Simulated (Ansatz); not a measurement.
Band structure of TiCo (Pm-3m, 2 atoms in the cell).

```xyz
2
Lattice="2.9231 0.0000 0.0000 0.0000 2.9231 0.0000 0.0000 0.0000 2.9231" Properties=species:S:1:pos:R:3 pbc="T T T"
Ti     0.0000     0.0000     0.0000
Co     1.4616     1.4616     1.4616
```
Moments meant for the start (each program seeds them in its own way; μB, in the order of the atoms Ti Co): 1.0 3.0.

Method of the run: PBE, PAW files (plane waves; Ansatz, a program for electronic structure).

Settings: kpoints.mp_grid.grid = 15 15 15; hamiltonian.xc = pbe; hamiltonian.pseudopotentials = {kind: paw} (the program's default PAW files); magnetization.spin_polarized = true; scf.occupations.method = gaussian; scf.occupations.width = 0.272 eV; kpoints.band_path.npoints = 8.

The starting cell comes from a database of computed structures (which also holds hypothetical and non-ambient phases and stackings), without a prior relaxation at this level. Its lattice was rescaled by a random factor within 2.5 % of one. The moments shrank to a small part of their start, a low-spin state that need not be the lowest.

Levels in eV from the Fermi level, bands 12 to 19 of the first spin channel:
```tsv
point	12	13	14	15	16	17	18	19
Γ	-1.87	-1.87	-1.87	0.61	0.61	2.93	2.93	2.93
X	-1.97	-1.97	-1.46	-0.84	-0.35	0.68	0.68	2.41
M	-2.85	-1.30	-0.61	0.71	0.71	1.24	2.72	2.72
R	-2.30	-2.30	-2.30	-1.27	-1.27	3.46	3.46	7.44
```

Bands cross the Fermi level along this path, so the cell is metallic at this level.

The net moment of the cell came out as 0.67 μB.

Keys are those of Ansatz 0.2.
